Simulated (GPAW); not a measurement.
GPAW run on LuFeC₂ (Amm2, 4 atoms in the cell): self-consistent single point.

Computed with LDA (Perdew-Wang 92), GPAW PAW datasets LDA (gpaw-data 1.0.1) (plane waves; GPAW).

The change in words: lattice scaled by 0.98. Reference geometry:
```
LuFeC2
1.0
    3.45355     0.00000     0.00000
    0.00000     2.24877     2.95639
    0.00000    -2.24877     2.95639
Lu Fe C
1 1 2
Direct
  0.00000   0.99225   0.99225
  0.50000   0.39129   0.39129
  0.50000   0.85728   0.54418
  0.50000   0.54418   0.85728
```
Moments meant for the start (each program seeds them in its own way; μB, in the order of the atoms Lu Fe C C): 0.0 4.0 0.0 0.0.

Reference input (self-consistent single point, DFT LDA (Perdew-Wang 92), plane waves, GPAW PAW datasets LDA (gpaw-data 1.0.1)): spinpol = true; mode = pw; ecut = 950 eV; xc = LDA; kpts = 7 6 6; mesh shift (steps) = 0 0 0; occupations.name = fermi-dirac; occupations.width = 0.136 eV; nbands = -12; convergence.forces = 0.001 eV/Å; symmetry.symmorphic = false; symmetry.tolerance = 0.0005. This run's input differs from it in these lines:

```diff
@@ -5,9 +5,9 @@
 atoms = Atoms(['Lu', 'Fe', 'C', 'C'],
-              cell=[[3.453550, 0.000000, 0.000000],
-                    [0.000000, 2.248765, 2.956385],
-                    [0.000000, -2.248765, 2.956385]],
-              positions=[[0.000000, -0.000000, 5.866946],
-                         [1.726775, 0.000000, 2.313608],
-                         [1.726775, 0.704088, 4.143255],
-                         [1.726775, -0.704088, 4.143255]],
+              cell=[[3.384479, 0.000000, 0.000000],
+                    [0.000000, 2.203790, 2.897257],
+                    [0.000000, -2.203790, 2.897257]],
+              positions=[[0.000000, 0.000000, 5.749607],
+                         [1.692239, -0.000000, 2.267335],
+                         [1.692239, 0.690007, 4.060390],
+                         [1.692239, -0.690007, 4.060390]],
               pbc=True)
```

The program printed (abridged):

```
     iter     time        total  log10-change:         magmom
                         energy   eigst   dens  force
iter:   1 --:--:--   -38.198332                          +4.0085
iter:   2 --:--:--   -38.222649   -1.13  -1.21           +2.5327
iter:   3 --:--:--   -37.062921   -1.46  -1.26           +1.1769
iter:   4 --:--:--   -36.688731   -1.53  -1.45           +1.0174
iter:   5 --:--:--   -36.630789   -2.10  -1.68           +0.7404
iter:   6 --:--:--   -36.713935   -2.02  -1.87           +0.7019
iter:   7 --:--:--   -36.661654   -2.76  -2.30           +0.6306
iter:   8 --:--:--   -36.626698   -2.80  -2.25           +0.5935
   [... lines left out ...]
iter:  20 --:--:--   -36.612636c  -6.33  -4.03c          -0.0198
iter:  21 --:--:--   -36.612632c  -6.25  -4.12c          -0.0181
iter:  22 --:--:--   -36.612637c  -6.57  -4.24c          -0.0173
iter:  23 --:--:--   -36.612631c  -6.64  -4.38c          -0.0164
iter:  24 --:--:--   -36.612629c  -6.89  -4.68c          -0.0119
iter:  25 --:--:--   -36.612627c  -6.45  -4.83c          -0.0030
iter:  26 --:--:--   -36.612627c  -7.01  -5.06c          -0.0003
iter:  27 --:--:--   -36.612628c  -8.45c -5.37c          -0.0005
iter:  28 --:--:--   -36.612628c  -8.62c -5.44c -3.69c   -0.0006
Converged after 28 iterations.

Dipole moment: (-0.000006, 0.000000, 4.842715) |e|*Ang

Total magnetic moment: (0.000000, 0.000000, -0.000588)
Local magnetic moments:
   0 Lu ( 0.000000,  0.000000,  0.000004)
   1 Fe ( 0.000000,  0.000000, -0.000583)
   2 C  ( 0.000000,  0.000000,  0.000001)
   3 C  ( 0.000000,  0.000000,  0.000001)

Energy contributions relative to reference atoms: (reference = -432642.703521)

Kinetic:        +23.250731
Potential:      -19.656206
External:        +0.000000
XC:             -40.211760
Entropy (-ST):   -0.159132
Local:           +0.084174
SIC:             +0.000000
--------------------------
Free energy:    -36.692194
Extrapolated:   -36.612628

Spin contamination: 0.000045 electrons
Showing only first 2 kpts
                      Up                     Down
   [... lines left out ...]
Fermi level: 11.16437
No gap
   [... lines left out ...]
Energy (eV): -36.612628

Forces in eV/Ang:
  0 Lu    0.00000    0.00000    0.26865
  1 Fe    0.00000    0.00000   -0.61746
  2 C     0.00000    0.81226    0.17411
  3 C     0.00000   -0.81226    0.17411

Stress tensor:
     0.000387     0.000000     0.000000
     0.000000    -0.030217     0.000000
     0.000000     0.000000    -0.006676
Stress (GPa, Voigt): [ 0.062  -4.8413 -1.0696  0.      0.      0.    ]
```

The run converged in 28 iterations. GPAW prints stress with tension positive. Against the reference run the free energy drops by 19.7 meV/atom, the largest force goes from 0.499 to 0.831 eV/Å and the size of the net moment goes from 0.10 to 0.00 μB/atom.

At such cutoffs GPAW's stress carries a finite-basis (Pulay) error, which enters relaxed cells too; its log prints stress with tension positive.

The starting cell comes from a database of computed structures (which also holds hypothetical and non-ambient phases and stackings), without a prior relaxation at this level. For this run, on top of that: lattice scaled by 0.98. The starting moments vanished: the run ended non-magnetic, which need not be the lowest state.

Cost on one core of a shared machine: roughly 3 min.
